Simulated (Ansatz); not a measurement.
# Convergence study of the k-point mesh at a smearing width of 0.02 eV for Li₃YBi₂ (P3m1, 6 atoms in the cell)

```
Li3YBi2
1.0
    4.61481     0.00000     0.00000
   -2.30741     3.99654     0.00000
    0.00000     0.00000     7.28770
Li Y Bi
3 1 2
Direct
  0.66667   0.33333   0.35780
  0.33333   0.66667   0.64906
  0.00000   0.00000   0.50000
  0.00000   0.00000   0.00000
  0.66667   0.33333   0.75259
  0.33333   0.66667   0.24741
```

Level of theory: PBEsol, default PAW files made with PBE (plane waves; Ansatz, a program for electronic structure).

Base settings: basis.ecutwfc = 420 eV; kpoints.mp_grid.grid = 8 8 5; hamiltonian.xc = pbesol; hamiltonian.pseudopotentials = {kind: paw} (the program's default PAW files); scf.occupations.method = gaussian; scf.occupations.width = 0.1 eV.

In this ladder: scf.occupations.width = 0.02 eV.

Only quantities that move along the ladder and can be compared are tabulated.

The count of work is k-points × plane waves × bands × iterations; it is no time. 

The starting cell comes from a database of computed structures (which also holds hypothetical and non-ambient phases and stackings), without a prior relaxation at this level. Its lattice was rescaled by up to half a per cent. One atom was moved a little off its site on purpose. Ansatz's pressure includes its estimate of the finite-basis (Pulay) stress.

Steps (kpoints.mp_grid.grid): 3 3 2; 4 4 2; 4 4 3; 5 5 3; 6 6 4; 8 8 4; 9 9 5; 11 11 6; 16 16 9; 20 20 11.

### Question
What is the coarsest kpoints.mp_grid.grid that holds the free energy within 2 meV/atom of the last step, with all finer ones?

### Answer
8 8 4, at 0.070 of the last step's count of work; the step before is off by 2.5 meV/atom.

### Question
What is the coarsest kpoints.mp_grid.grid that holds the pressure within 0.1 GPa of the last step, with all finer ones?

### Answer
4 4 2, at 0.019 of the last step's count of work; the step before is off by 0.16 GPa.

### Question
What is the coarsest kpoints.mp_grid.grid that holds the forces within 0.01 eV/Å of the last step, with all finer ones?

### Answer
11 11 6, at 0.17 of the last step's count of work; the step before is off by 0.011 eV/Å.

| kpoints.mp_grid.grid | free energy less the last step's (meV/atom) | pressure (GPa) | largest difference of a force vector from the last step's (eV/Å) | count of work / last |
|---|---|---|---|---|
| 3 3 2 | 47.71 | -0.69 | 0.072 | 0.012 |
| 4 4 2 | 14.86 | -0.86 | 0.030 | 0.019 |
| 4 4 3 | 15.02 | -0.80 | 0.024 | 0.018 |
| 5 5 3 | 6.26 | -0.83 | 0.016 | 0.024 |
| 6 6 4 | 2.46 | -0.84 | 0.008 | 0.048 |
| 8 8 4 | 0.48 | -0.87 | 0.007 | 0.070 |
| 9 9 5 | 0.07 | -0.89 | 0.011 | 0.100 |
| 11 11 6 | -0.16 | -0.87 | 0.005 | 0.17 |
| 16 16 9 | -0.07 | -0.85 | 0.001 | 0.47 |
| 20 20 11 | 0.00 | -0.85 | 0.000 | 1.0 |

Two neighbours can agree and both be off: 4 4 2 and 4 4 3 differ by 0.17 meV/atom in the free energy, yet lie about 15 meV/atom from the last step.

Keys are those of Ansatz 0.2.
